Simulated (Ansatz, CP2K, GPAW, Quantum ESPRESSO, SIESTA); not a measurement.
## One structure in several programs: Au3S (P6_3/mmc, 8 atoms in the cell)

Self-consistent single point, at a second geometry (lattice scaled by 0.98). First geometry:

```yaml
crystal:
  lattice:
    - [5.75784, 0.00000, 0.00000]
    - [-2.87892, 4.98643, 0.00000]
    - [0.00000, 0.00000, 4.71797]
  atoms:
    - { symbol: S, position: [0.66667, 0.33333, 0.25000] }
    - { symbol: S, position: [0.33333, 0.66667, 0.75000] }
    - { symbol: Au, position: [0.33253, 0.16626, 0.75000] }
    - { symbol: Au, position: [0.66747, 0.83374, 0.25000] }
    - { symbol: Au, position: [0.16626, 0.33253, 0.25000] }
    - { symbol: Au, position: [0.83374, 0.66747, 0.75000] }
    - { symbol: Au, position: [0.83374, 0.16626, 0.75000] }
    - { symbol: Au, position: [0.16626, 0.83374, 0.25000] }
```

Shared settings, as Ansatz (a quantum-chemistry and plane-wave program) writes them: kpoints.mp_grid.grid = 5 5 5; scf.occupations.method = gaussian; scf.occupations.width = 0.01 Ry. Potentials and cutoffs stand in the table.

| code | model | ΔF from the first geometry (meV/atom) | pressure (GPa) | largest force (eV/Å) | cutoff |
|---|---|---|---|---|---|
| GPAW | LDA (Perdew-Wang 92), GPAW PAW datasets LDA (gpaw-data 1.0.1) | 24.3 | 9.63 | 0.191 | 600 eV |
| SIESTA | LDA PW92, numerical atomic orbitals TZP, PseudoDojo LDA standard norm-conserving potentials (rewritten from UPF to PSML) | -8.0 | 4.17 | 0.076 | grid 300 Ry |
| CP2K | LDA (Pade form), GPW, DZVP-MOLOPT-SR-GTH basis, GTH-PADE potentials (GTH_POTENTIALS) | 49.3 | 14.22 | 0.277 | grid 500 Ry |
| Quantum ESPRESSO | LDA (PZ), GBRV 1.5 ultrasoft (LDA) pseudopotentials | 5.2 | 6.13 | 0.132 | 40 Ry |
| Ansatz | LDA (PW92), PAW files made with PBE | 6.5 | 6.33 | 0.132 | 30.9 Ry |

No clean gap comes from GPAW, SIESTA, CP2K, Quantum ESPRESSO and Ansatz: levels at the Fermi energy touch, overlap or are partly filled at this smearing.

On Ansatz's run: spin-orbit coupling is off.

The spread over the programs that give each value: ΔF from the first geometry within 57.3 meV/atom; pressure within 10.05 GPa; largest force within 0.201 eV/Å.

SIESTA and CP2K use small atom-centred bases, whose incompleteness enters pressures, forces and empty levels differently from a plane-wave cutoff. Ansatz's pressure is given at a fixed set of plane waves, as the other plane-wave codes print theirs; with its correction for the finite basis it is 6.39 GPa. The same LDA comes in different parametrisations, which differ slightly. In the pressure, GPAW (by 3.30), SIESTA (by 2.16) and CP2K (by 7.89) lie more than 1 GPa from the median of the plane-wave programs. In the force vectors, CP2K (by 0.146) lies more than 0.08 eV/Å from the median of the plane-wave programs.

The starting cell comes from a database of computed structures (which also holds hypothetical and non-ambient phases and stackings), without a prior relaxation at this level. Its lattice was rescaled by a random factor within 2.5 % of one. For this run, on top of that: lattice scaled by 0.98.

Left out of this page: FLEUR (not drawn, or without a comparable value).

Keys are those of Ansatz 0.2.
